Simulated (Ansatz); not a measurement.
```yaml
crystal:
  lattice:
    - [0.00000, 2.76567, 2.76567]
    - [2.76567, 0.00000, 2.76567]
    - [2.76567, 2.76567, 0.00000]
  atoms:
    - { symbol: Mg, position: [0.00000, 0.00000, 0.00000] }
    - { symbol: Se, position: [0.50000, 0.50000, 0.50000] }
```

Calculation: r2SCAN with spin-orbit coupling, rigid bands (plane waves, PAW; Ansatz, an electronic-structure program). Condition of this run: hydrostatic pressure -2 GPa (the target of the relaxation). Geometry: cell and atoms relaxed with r2SCAN, then loaded as said.

Task: What conductivity effective mass do dilute electrons have at 300 K?

Result: 0.31 mₑ.

Task: What conductivity effective mass do dilute holes have at 300 K?

Result: 1.01 mₑ.

Task: And the band gap?

Result: 2.29 eV at this level; semilocal functionals usually fall short of the measured gap.

Rigid bands, one relaxation time for all states, no polarons.
